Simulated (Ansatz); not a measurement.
GeSe under a change: pressure 3 GPa

The parent structure is GeSe in the GeS type structure (space group Pnma, No. 62; a = 10.520 Å, b = 3.824 Å, c = 4.143 Å; layered, stacked along the Cartesian x axis).

The change: cell and atoms relaxed at a pressure of 3 GPa.

All numbers come from Kohn–Sham DFT with the PBEsol-D3(BJ) functional, run in Ansatz (a quantum-chemistry and plane-wave program) with PAW and 420 eV plane waves, scalar-relativistic without spin-orbit coupling. k-mesh 3×9×8 (Γ-centred); smearing 0.05 eV (Fermi–Dirac).

```json
[
 {"quantity": "volume per atom", "base": "20.83 Å³", "changed": "19.60 Å³", "shift": "-1.23 Å³"},
 {"quantity": "enthalpy H = E + PV relative to the base's energy", "base": "–", "changed": "+0.38 eV/atom", "shift": "–"},
 {"quantity": "band gap", "base": "0.11 eV", "changed": "zero", "shift": "–"}
]
```

Cost of the whole job for the changed cell (relaxation, final SCF and bands): about 4 core-minutes (a rough figure).

The mesh was chosen for an insulator and is coarse for the gapless case. Load acts through the strain it causes; cell and atoms are relaxed under it. Stability against distortions was not tested. The final runs are not spin-polarised. A zero or small gap of GeSe can be the functional's error rather than a property of the material.
